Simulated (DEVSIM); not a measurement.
Device: abrupt GaP n-p junction, at 300 K.

```csv
layer (left to right),material,thickness (μm),Nd (cm⁻³),Na (cm⁻³),τn (s),τp (s)
1,GaP,8.10,1.1e16,-,1.6e-6,1.6e-6
2,GaP,230,-,3.9e16,1.6e-6,1.6e-6
```

Left contact: ohmic. Right contact: ohmic. Voltage is applied to the left contact. Recombination: SRH at mid-gap, Auger. Mobility is μmin + (μ − μmin)/(1 + (N/Nref)^α).

Constants are typed, rounded textbook-type inputs, not results; the design itself was drawn at random and stands for no fabricated device. Values at 300 K.

```
parameter         GaP
-------------  ------
gap (eV)         2.26
affinity (eV)     3.8
permittivity     11.1
Nc (cm⁻³)      1.8e19
Nv (cm⁻³)      1.9e19
μn (cm²/Vs)       250
μp (cm²/Vs)       150
μn,min             10
μp,min             10
Nref,n         4.4e18
Nref,p           1e18
αn                0.8
αp               0.85
Cn (cm⁶/s)      1e-30
Cp (cm⁶/s)      1e-30
```

Simulated with DEVSIM: 1D drift-diffusion, Boltzmann statistics, complete ionisation; no tunnelling, impact ionisation, image-force lowering or self-heating.

The doping Nd of layer 1 was swept, all else fixed.

| doping Nd of layer 1 (cm^-3) | potential step across the device at zero bias (V) | dark forward voltage at 1 A/cm² (V) | largest field in the device at zero bias (V/cm) |
|---|---|---|---|
| 3.3e14 | 1.818 | 1.780 | 16000 |
| 1.1e15 | 1.849 | 1.797 | 25000 |
| 3.3e15 | 1.878 | 1.821 | 43000 |
| 1.1e16 | 1.909 | 1.845 | 72000 |
| 3.3e16 | 1.937 | 1.869 | 100000 |
| 1.1e17 | 1.968 | 1.887 | 130000 |
| 3.3e17 | 1.997 | 1.895 | 150000 |

From the first row to the last the potential step across the device at zero bias goes from 1.818 to 1.997. From the first row to the last the dark forward voltage at 1 A/cm² goes from 1.780 to 1.895.
